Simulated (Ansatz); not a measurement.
We consider PrC₂ (I4/mmm, No. 139; cell taken from a computed entry), described by r²SCAN in Ansatz (PAW).

Run with plane-wave cutoff 500 eV, 14×14×14 k mesh, Fermi–Dirac smearing 0.05 eV, spin-polarised start, scalar-relativistic PAW data made under PBE.

Computed at the level's own relaxed cell.

### Question
Estimate the equilibrium volume per atom, lattice parameter a and lattice parameter c that the calculation returns.

### Answer

* **equilibrium volume per atom**: 16.24 Å³/atom
* **lattice parameter a**: 3.878 Å
* **lattice parameter c**: 6.477 Å

Note: the magnetic order was assumed, not searched for or taken from measurement; the relaxation could not lower the start's symmetry, so the cell can be a saddle point above a distorted one; the 4f shell is treated without U or exact exchange, so its levels and filling can be wrong.

Spin–orbit coupling is not included.

The computed numbers hold no vibrational or temperature effects.

Cost on a shared machine: about 5 core-minutes (a rough figure).

Ansatz is an electronic-structure program.
